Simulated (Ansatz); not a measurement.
The starting structures come from a database of crystals and need not be the phases stable at ambient conditions.

# Evanescent states of KSb(PO4)2 (R-3, not sure to be the ambient phase, 12 atoms a cell, 14.6 Å³ an atom, -5 GPa at this level) along the normal of (001)

These are r2SCAN (plane waves, PAW; Ansatz, a quantum-chemistry and plane-wave program) values and carry that method's errors.

The gap is the functional's own. No spin-orbit coupling. Mid-gap values are interpolated on the energy grid.

Energies count from the valence-band top; κ is the least over a 12×12 mesh across the current.

| E (eV) | κ (1/Å) | where |
|---|---|---|
| 0.09 | 0.195 | Γ |
| 0.26 | 0.318 | Γ |
| 0.42 | 0.391 | Γ |
| 0.59 | 0.444 | Γ |
| 0.77 | 0.469 | Γ |
| 0.94 | 0.470 | Γ |
| 1.10 | 0.470 | Γ |
| 1.27 | 0.468 | Γ |
| 1.45 | 0.464 | Γ |
| 1.61 | 0.460 | Γ |
| 1.78 | 0.453 | Γ |
| 1.96 | 0.445 | Γ |
| 2.12 | 0.435 | Γ |
| 2.29 | 0.423 | Γ |
| 2.46 | 0.408 | Γ |
| 2.63 | 0.390 | Γ |
| 2.81 | 0.368 | Γ |
| 2.98 | 0.340 | Γ |
| 3.15 | 0.304 | Γ |
| 3.31 | 0.251 | Γ |
| 3.48 | 0.152 | Γ |

**Question.** How thick must the barrier be to attenuate the transmission by 10^6 when the electrodes' Fermi level lies at 2.46 eV, and what attenuation does that film give at 0.94 eV?

**Answer.** d = 6 ln 10 / (2 × 0.408) = 16.9 Å. At 0.94 eV it gives 6 × 0.470/0.408 = 6.9 decades.
